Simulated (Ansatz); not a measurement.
Consider these faces of rock-salt TaC, relaxed from ideal cuts in 1x1 cells: (100), (110), (210).

Computed with PBE (plane waves to 420 eV, PAW; Ansatz, an electronic-structure program).

### Question
Put the candidates in order of surface energy, lowest first, for PBE.

### Answer
(100) (1.48 J/m²), (210) (2.39 J/m²), (110) (3.24 J/m²)
